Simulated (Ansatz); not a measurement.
An Ansatz (a first-principles code) input (DFT with PBEsol, PAW potentials and a 420 eV plane-wave cutoff in Ansatz, scalar-relativistic without spin-orbit coupling):

Ansatz 0.2 input:
```yaml
crystal:
  lattice:
    - [4.9982999707, 0, 0]
    - [0, 4.9982999707, 0]
    - [0, 0, 3.4524312807]
  atoms:
    - { symbol: Pb, position: [0, 0, 0] }
    - { symbol: Pb, position: [0.5, 0.5, 0.5] }
    - { symbol: O, position: [0.3076195323, 0.3076195323, 0] }
    - { symbol: O, position: [0.8076195323, 0.1923804677, 0.5] }
    - { symbol: O, position: [0.1923804677, 0.8076195323, 0.5] }
    - { symbol: O, position: [0.6923804677, 0.6923804677, 0] }
basis: { ecutwfc: 420, ecutrho_ratio: 4, xc_grid: 2, fft_grid_basis: typed }
kpoints: { mp_grid: { grid: [7, 7, 10] } }
hamiltonian:
  xc: pbesol
  dispersion: none
  pseudopotentials: { kind: paw }
scf: { occupations: { method: fermi_dirac, width: 0.05 }, convergence: { dr2_threshold: 0.0000000006 } }
relax: { f_tol: 0.005, max_steps: 50 }
output: { forces: true, stress: true }
checkpoint: { write: state.ck, write_every: 1000 }
```

Problem. Which symmetry and how many k-points will the program report, and about how many plane waves at Γ?

Solution. Space group P42/mnm (ITA 136) with 16 operations, k-points 60 of 490, and 1695 plane waves at Γ.

Problem. And the final pressure?

Solution. -1.92 GPa (compression positive).

The cells carry an imposed strain or load. No phonon test of stability was made. The final runs are not spin-polarised. The cell was made from PbO2 in the rutile structure (space group P4_2/mnm, No. 136) by this change: uniaxial strain ε_zz = +1.20 %.
